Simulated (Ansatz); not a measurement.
The starting structures come from a database of crystals and need not be the phases stable at ambient conditions.

Tunnelling through a barrier is set by its complex band structure: the current falls as exp(−2κd) with the smallest κ.

Given:

```xyz
12
Lattice="6.8038 0.0061 -0.0634 -1.5567 7.5487 -0.1494 1.7492 3.3960 6.7020" Properties=species:S:1:pos:R:3 pbc="T T T"
Te     1.7408     5.3590     5.5160
Te     5.2555     5.5918     0.9732
Te     6.7922     1.6633     1.5561
Te     0.2041     9.2876     4.9331
Te     3.5783     8.8705     6.0673
Te     3.4181     2.0803     0.4219
Te     1.8832     7.5130     1.9611
Te     5.1131     3.4378     4.5281
Mo    -0.0646     7.5590    -0.1489
Mo     7.0609     3.3918     6.6381
Br     1.8505     4.4601     2.7006
Br     5.1458     6.4907     3.7886
```

Space group of this cell: P-1. The cell was relaxed by PBE-D3(BJ); by r2SCAN its mean pressure is 1.7 GPa.

Transport runs along the normal of the first two printed cell vectors.

No gap correction and no spin-orbit coupling; mid-gap values are interpolated between computed energies.

Question: Estimate the band gap and the smallest decay constant κ at mid-gap that r2SCAN in Ansatz (a quantum-chemistry and plane-wave program) returns for this system.

Answer: Gap 0.91 eV on a 6×6×6 mesh; κ = 0.129 1/Å, at (0.333, 0.500) of the in-plane reciprocal vectors. At the zone centre, at the nearest computed energy, the slowest state has κ = 0.20 1/Å.
